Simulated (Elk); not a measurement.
Band structure of Na (Im-3m, 1 atom in the cell).

```yaml
crystal:
  lattice:
    - [-2.08298, 2.08298, 2.08298]
    - [2.08298, -2.08298, 2.08298]
    - [2.08298, 2.08298, -2.08298]
  atoms:
    - { symbol: Na, position: [0.00000, 0.00000, 0.00000] }
```

Computed with PBE, all-electron FP-LAPW, Elk's shipped species files, default APW+lo basis (Elk).

Settings: xctype = 20; swidth = 0.00367493 Ha; ngridk = 8 8 8; maxscl = 100.

The starting cell comes from a database of computed structures (which also holds hypothetical and non-ambient phases and stackings), without a prior relaxation at this level. Its lattice was rescaled by a random factor within 2.5 % of one. Values depend on the basis (sphere radii, cutoffs, local orbitals), which need not be converged.

Levels in eV from the Fermi level, bands 1 to 8:
```
point       1       2       3       4      5      6      7      8
-----  ------  ------  ------  ------  -----  -----  -----  -----
Γ      -53.07  -24.98  -24.98  -24.98  -3.37  11.95  11.95  11.95
H      -53.07  -25.01  -25.01  -25.01   4.54   4.54   4.94   4.94
N      -53.07  -25.02  -24.99  -24.98   0.73   1.20   8.30   9.27
P      -53.07  -25.00  -25.00  -25.00   2.71   2.71   2.71   4.41
```

Bands cross the Fermi level along this path, so the cell is metallic at this level.
